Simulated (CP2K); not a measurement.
Band structure of MgGeAs₂ (I-42d, 8 atoms in the cell).

```
CELL_PARAMETERS angstrom
      6.97088     0.00000     0.00000
      1.87688     6.71346     0.00000
     -4.42388    -3.35673     4.21365
ATOMIC_POSITIONS crystal
  Mg 0.75000 0.25000 0.50000
  Mg 0.00000 0.00000 0.00000
  Ge 0.50000 0.50000 0.00000
  Ge 0.25000 0.75000 0.50000
  As 0.87500 0.39990 0.02490
  As 0.60010 0.62500 0.47510
  As 0.37500 0.85010 0.97510
  As 0.14990 0.12500 0.52490
```

Level of theory: LDA (Pade form), GPW, DZVP-MOLOPT-SR-GTH basis, GTH-PADE potentials (GTH_POTENTIALS) run with CP2K 2026.2.

Settings: CUTOFF = 1000 Ry; REL_CUTOFF = 40 Ry; SMEAR/METHOD = FERMI_DIRAC; ELECTRONIC_TEMPERATURE = 580.23 K; KPOINTS/SCHEME = MONKHORST-PACK 3 3 3; XC_FUNCTIONAL = PADE; Mg/BASIS_SET = DZVP-MOLOPT-SR-GTH; Mg/POTENTIAL = GTH-PADE-q10; Ge/BASIS_SET = DZVP-MOLOPT-SR-GTH; Ge/POTENTIAL = GTH-PADE-q4; As/BASIS_SET = DZVP-MOLOPT-SR-GTH; As/POTENTIAL = GTH-PADE-q5; METHOD = GPW; EPS_DEFAULT = 1e-11.

The starting cell comes from a database of computed structures (which also holds hypothetical and non-ambient phases and stackings), without a prior relaxation at this level. Values carry the incompleteness of an atom-centred basis.

Problem. Predict the gap along the standard path and the places of the band edges.

Solution. The gap along the path is 0.61 eV, direct at Γ to within 0.01 eV.

Levels in eV from the top of the valence band on the SCF mesh, bands 21 to 25:
```tsv
point	21	22	23	24	25
Γ	-1.95	-0.23	-0.23	0.00	0.61
X	-1.01	-1.01	-0.54	-0.54	1.07
Y	-1.13	-1.13	-0.76	-0.76	1.46
S	-1.83	-1.49	-0.98	-0.46	1.50
Z	-1.86	-1.86	-0.86	-0.86	1.27
S1	-1.83	-1.49	-0.98	-0.46	1.50
N	-1.75	-1.26	-1.10	-0.66	2.11
P	-0.92	-0.92	-0.90	-0.90	1.59
Y1	-1.13	-1.13	-0.76	-0.76	1.46
```

Higher empty bands are left out: an atom-centred basis made for the valence describes them poorly.
